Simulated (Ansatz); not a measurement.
The parent structure is Sn in the diamond structure (space group Fd-3m, No. 227; a = 6.567 Å). Axes: x, y, z lie along the cube axes.

Calculations: Ansatz (a program for electronic structure) r2SCAN, no SOC.

Strains are applied to the cell and any free atomic positions relax; under stress the whole cell relaxes.

One change was made to it. Results:

The volume per atom grows by 0.28 Å³, from 35.40 Å³ to 35.68 Å³; the energy increases by 2.3 meV/atom; the band gap is still zero.

Question: What was done to the base?
(A) isotropic strain +0.48 %
(B) tensor shear ε_xz = +0.78 %
(C) uniaxial stress, 1 GPa tension along x

Answer: C, uniaxial stress, 1 GPa tension along x. For comparison, the energy relative to the base in the other runs: isotropic strain +0.48 % gives +1.0 meV/atom; tensor shear ε_xz = +0.78 % gives +0.8 meV/atom.

Stability under load was not tested beyond the relaxation.
